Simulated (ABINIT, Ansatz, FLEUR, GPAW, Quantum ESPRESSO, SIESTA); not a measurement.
One structure in several programs: Ta2N (P-3m1, 3 atoms in the cell)

Self-consistent single point.

```
CELL_PARAMETERS angstrom
      3.10632     0.00000     0.00000
     -1.55316     2.69015     0.00000
      0.00000     0.00000     4.85961
ATOMIC_POSITIONS crystal
  Ta 0.66667 0.33333 0.74529
  Ta 0.33333 0.66667 0.25471
  N  0.00000 0.00000 0.00000
```

All programs got the same cell, k-point mesh and kind of occupations (in Ansatz's words: kpoints.mp_grid.grid = 12 12 7; scf.occupations.method = gaussian; scf.occupations.width = 0.05 eV); potentials, basis and cutoffs are each program's usual ones.

```
code                                                                                                                                model  pressure (GPa)  largest force (eV/Å)  k-points           cutoff
----------------  -----------------------------------------------------------------------------------------------------------------------  --------------  --------------------  --------  ---------------
GPAW                                                                                         PBE, GPAW PAW datasets PBE (gpaw-data 1.0.1)               –                 0.034       112           900 eV
FLEUR                                                                        PBE, all-electron FLAPW (FLEUR), scalar-relativistic valence               –                 0.100       112  Kmax 4.3 1/bohr
Quantum ESPRESSO                                                                           PBE, GBRV 1.5 ultrasoft (PBE) pseudopotentials           -1.21                 0.052       112            40 Ry
ABINIT                                                           PBE, norm-conserving pseudopotentials (PseudoDojo nc-sr-05 PBE standard)            0.34                 0.061       112            42 Ha
SIESTA            GGA PBE, numerical atomic orbitals DZP, PseudoDojo PBE standard norm-conserving potentials (rewritten from UPF to PSML)            0.49                 0.425       516      grid 400 Ry
Ansatz                                                                                                             PBE, default PAW files            0.13                 0.082       112          default
```

A dash marks a value that a program does not give, or that is left out as unsure.

The spread over the programs that give each value: pressure within 1.70 GPa; largest force within 0.391 eV/Å.

The starting cell comes from a database of computed structures (which also holds hypothetical and non-ambient phases and stackings), without a prior relaxation at this level. Its lattice was rescaled by a random factor within 2.5 % of one. On Ansatz's run: Spin-orbit coupling is off. Spin polarisation is off; with an odd number of electrons in the cell that forces a metal, and a magnetic state may lie lower.

Problem. Why do the programs differ, and what cannot be compared?

Solution. Differences of this kind can come from the potentials, where these differ, and from what each basis and cutoff leave unconverged. The valence holds different numbers of electrons (GPAW 31, FLEUR 59, Quantum ESPRESSO 31, ABINIT 31, SIESTA 31, Ansatz (a program for electronic structure) 31). The zero of total energies and Fermi levels follows the potentials and each program's conventions, so they are not compared here. SIESTA uses small atom-centred bases, whose incompleteness enters pressures, forces and empty levels differently from a plane-wave cutoff. FLEUR treats all electrons, but the usual bases taken here (sphere radii, linearisation, local orbitals, empty states) were not tested for convergence, so the values are no reference for the others. Ansatz's pressure is given at a fixed set of plane waves, as the other plane-wave codes print theirs; with its correction for the finite basis it is 0.42 GPa (the shift of 0.28 GPa shows how far the cutoff is from converged). The pressure of GPAW is left out: its cutoff lies under the one at which its stress was checked. The programs reduce the same mesh by symmetry to different extents, which changes the work and not the result. In the pressure, Quantum ESPRESSO (by 1.34) lies more than 1 GPa from the median of the plane-wave programs. In the force vectors, SIESTA (by 0.481) lies more than 0.08 eV/Å from the median of the plane-wave programs.

Left out of this page: Elk (not drawn, or without a comparable value).

Keys are those of Ansatz 0.2.
